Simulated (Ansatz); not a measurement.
Data:

```
CELL_PARAMETERS angstrom
      0.00000     3.05573     2.96406
      3.05573     0.00000     2.96406
      3.05573     3.05573     0.00000
ATOMIC_POSITIONS crystal
  Ga 0.00000 0.00000 0.00000
  Sb 0.25000 0.25000 0.25000
```

No spin polarisation.

Calculations: PBEsol (Ansatz, a quantum-chemistry and plane-wave program, PAW, no spin-orbit coupling). k-mesh 13×13×13 (Γ-centred); smearing 0.05 eV (Fermi–Dirac).

**Question.** What space group does the calculation give?

**Answer.** I-4m2 (No. 119).

**Question.** What band gap does the calculation give?

**Answer.** 0.10 eV.

With Sb present, leaving out spin-orbit coupling can change the band edges. The cells carry an imposed strain or load. No phonon test of stability was made. The cell was made from GaSb in the zinc blende structure (space group F-43m, No. 216) by this change: uniaxial strain ε_zz = −3.00 %. The zero or small gap of GaSb can change with the level of theory.
